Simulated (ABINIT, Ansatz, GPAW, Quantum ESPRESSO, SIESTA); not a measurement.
## Code comparison for Cr (Im-3m, 2 atoms in the cell)

Self-consistent single point.

```
Cr
1.0
    2.88000     0.00000     0.00000
    0.00000     2.88000     0.00000
    0.00000     0.00000     2.88000
Cr
2
Cartesian
  0.00000   0.00000   0.00000
  1.44000   1.44000   1.44000
```
Moments meant for the start (each program seeds them in its own way; μB, in the order of the atoms Cr Cr): 1.5 -1.5.

All programs got the same cell, k-point mesh and kind of occupations, and the same starting moments (in Ansatz's words: kpoints.mp_grid.grid = 9 9 9; magnetization.spin_polarized = true; scf.occupations.method = gaussian; scf.occupations.width = 0.2 eV); potentials, basis and cutoffs are each program's usual ones.

| code | model | pressure (GPa) | k-points | cutoff |
|---|---|---|---|---|
| ABINIT | PBE, PAW (JTH v2.0 PBE PAW) | -3.73 | 35 | 30 Ha |
| Ansatz | PBE, default PAW files | -2.88 | 35 | 420 eV |
| SIESTA | GGA PBE, numerical atomic orbitals TZP, PseudoDojo PBE standard norm-conserving potentials (rewritten from UPF to PSML) | -2.86 | 365 | grid 400 Ry |
| Quantum ESPRESSO | PBE, GBRV 1.5 ultrasoft (PBE) pseudopotentials | -2.06 | 35 | 50 Ry |
| GPAW | PBE, GPAW PAW datasets PBE (gpaw-data 1.0.1) | -1.71 | 35 | 850 eV |

The spread over the programs that give each value: pressure within 2.02 GPa.

The starting cell has typed, rounded lattice constants, without a prior relaxation at this level. On Ansatz's run: The magnetic order is the one reached from the typed start; others were not searched systematically.

**Question.** Why do the programs differ, and what cannot be compared?

**Answer.** Differences of this kind can come from the potentials, where these differ, and from what each basis and cutoff leave unconverged. The valence holds different numbers of electrons (ABINIT 28, Ansatz (a program for electronic structure) 28, SIESTA 28, Quantum ESPRESSO 28, GPAW 12). The zero of total energies and Fermi levels follows the potentials and each program's conventions, so they are not compared here. SIESTA uses small atom-centred bases, whose incompleteness enters pressures, forces and empty levels differently from a plane-wave cutoff. Ansatz's pressure is given at a fixed set of plane waves, as the other plane-wave codes print theirs; with its correction for the finite basis it is -2.79 GPa. Site moments depend on each program's spheres or projections; the total moment of the cell does not. The programs reduce the same mesh by symmetry to different extents, which changes the work and not the result. In the pressure, ABINIT (by 1.27) lies more than 1 GPa from the median of the plane-wave programs.

Left out of this page: Elk and FLEUR (not drawn, or without a comparable value).

Keys are those of Ansatz 0.2.
